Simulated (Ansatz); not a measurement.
Defect: interstitial Na in monoclinic ZrO2, charge state +1. Calculation: PBE, PAW (plane waves to 420 eV; Ansatz, a program for electronic structure).

Settings: 96 host sites, the relaxed PBE lattice, the Γ point alone, smearing 0.01 eV, spin-restricted, no image-charge correction. Static, classical nuclei. The charge state is imposed; whether it is stable for some Fermi level was not computed. Sites that were not tried may lie lower.

Barriers: single points on a 2×2×2 k-point mesh shifted by half a step at the bands' geometries.

A. one Na atom jumps by itself; the atom moves 1.40 Å along (0.24, -0.08, 0.13) of the unit cell; the moving atom starts with neighbours O at 2.06, O at 2.07, O at 2.17, O at 2.25, O at 2.32; Zr at 2.50 Å and ends with O at 2.06, O at 2.07, O at 2.17, O at 2.25, O at 2.32; Zr at 2.50 Å; saddle order not checked, on a symmetry element.
B. one Na atom jumps by itself; the atom moves 3.46 Å along (0.00, 0.42, -0.50) of the unit cell; the moving atom starts with neighbours O at 2.06, O at 2.07, O at 2.17, O at 2.25, O at 2.32; Zr at 2.50 Å and ends with O at 2.06, O at 2.07, O at 2.17, O at 2.25, O at 2.32; Zr at 2.50 Å; saddle order not checked.

A band can be held on a symmetry element, so unchecked saddle points there may be too high.

Task: Put the candidates in order of forward barrier, lowest first, for PBE, PAW.

Result: A (0.11 eV), B (2.58 eV)
